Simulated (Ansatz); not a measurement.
Input and output of a dielectric-response calculation for ScF3 (R32, 4 atoms in the cell) (Ansatz, a quantum-chemistry and plane-wave program).

Method: LDA (PW92), default PAW files made with PBE (plane waves; Ansatz).

```xyz
4
Lattice="2.8654 1.6543 2.3381 -2.8654 1.6543 2.3381 0.0000 -3.3087 2.3381" Properties=species:S:1:pos:R:3 pbc="T T T"
Sc     0.0000     0.0000     0.0000
F      1.4272    -2.4719     3.5072
F      1.4272     2.4719     3.5072
F     -2.8544     0.0000     3.5072
```

Reference input (self-consistent single point, DFT, LDA (PW92), plane waves, default PAW files made with PBE): basis.ecutwfc = 420 eV; kpoints.mp_grid.grid = 6 6 6; hamiltonian.xc = lda; hamiltonian.pseudopotentials = {kind: paw} (the program's default PAW files); scf.occupations.method = fixed. This run's input differs from it in these lines:

```diff
@@ -22,6 +22,4 @@
     method: fixed
-output:
-  forces: true
-  eigenvalues: true
-  stress: true
+dielectric:
+  field_mesh: kpoints
```

Output, abridged:

```
SCF iter   1: F=—  HF=-4477.776880 eV  |F-HF|=—  |Δ(HF+E_count)|=         —  Δρ=1.78e-2  dr2=1.53e-1  ethr=1.77e-3  ⟨swp⟩=3.4  Hψ=9228  notcnv=0  defer=138
all-band conjugate gradients solve this SCF's bands
preconditioner: auto → Resta (q_TF=auto, 2.415 Å⁻¹)
SCF iter   2: F=—  HF=-4477.738358 eV  |F-HF|=—  |Δ(HF+E_count)|=   3.85e-2  Δρ=6.03e-3  dr2=1.00e-2  ethr=4.80e-4  ⟨swp⟩=2.0  Hψ=4388  notcnv=0  defer=175
   [... lines left out ...]
SCF iter   6: F=—  HF=-4477.735053 eV  |F-HF|=—  |Δ(HF+E_count)|=   3.41e-6  Δρ=1.29e-5  dr2=1.52e-7  ethr=4.42e-9  ⟨swp⟩=2.4  Hψ=3350  notcnv=0
SCF iter   7: F=—  HF=-4477.735053 eV  |F-HF|=—  |Δ(HF+E_count)|=   1.72e-7  Δρ=2.92e-6  dr2=7.35e-9  ethr=4.74e-10  ⟨swp⟩=2.7  Hψ=4022  notcnv=0
SCF iter   8: F=—  HF=-4477.735053 eV  |F-HF|=—  |Δ(HF+E_count)|=   2.29e-8  Δρ=4.66e-7  dr2=1.16e-10  ethr=2.30e-11  ⟨swp⟩=2.1  Hψ=3105  notcnv=0
SCF iter   9: F=-4477.735053 eV  HF=-4477.735053 eV  |F-HF|=0.00e0  |Δ(HF+E_count)|=  1.10e-10  Δρ=3.51e-8  dr2=6.35e-13  ethr=1.00e-12  ⟨swp⟩=3.3  Hψ=6098  notcnv=0
SCF 1 converged in 9 iterations: F = -4477.735053 eV  dr2 = 6.35e-13
DFPT response loops at Γ: preconditioner auto → none (the input reference at scf.mixing.eps_inf says where Resta's filter doesn't serve); β = 0.50 …
Free energy (F): -4477.735053 eV
Internal energy: -4477.735053 eV  (E = F + TS)
E sigma→0 (E₀):  -4477.735053 eV
Fermi energy:    -0.831621 eV
--- Dielectric response (ions clamped): 2 representative field directions + reference, on 112 of 216 k-points (Σ response iterations 15) ---
  k mesh reduced under 1 symmetry operation, with k and −k counted as one. Each operation leaves every solved perturbation unchanged …
  ε∞ (high-frequency dielectric tensor):
        2.260987     0.000000     0.000000
   [... lines left out ...]
         0.59112   -0.98286   -0.48225
         0.83567   -0.48247   -1.32325
    site 3:
        -0.64157   -0.00000   -0.00000
        -0.00000   -2.00672    0.96450
         0.00000    0.96494   -1.32325
  Z* charge neutrality: 7.454e-5 e pre-enforcement
  k-mesh period / interband length: 24.3 Å / 1.09 Å = 22.31 at k = (0.0000, 0.0000, 0.0000), direct gap 6.596 eV — 14 or more, which is no proof of convergence
```

The run converged in 9 iterations. 

Summary of the result:
- Free energy E − TS (on the zero of these files): -4477.7351 eV
- Top of the valence band (on the code's own zero): -0.83 eV
- Gap on the k-point mesh: 6.07 eV
- ε∞ at this k-point mesh, which may be far from converged in small-gap cells (xx, yy, zz): 2.26, 2.26, 2.26
- Born charges at this mesh (mean of the diagonal, e): Sc 3.97, F -1.32, F -1.32, F -1.32

The starting cell comes from a database of computed structures (which also holds hypothetical and non-ambient phases and stackings), without a prior relaxation at this level. Its lattice was rescaled by up to half a per cent.

Cost on one core of a shared machine: roughly 70 s.

Keys are those of Ansatz 0.2.
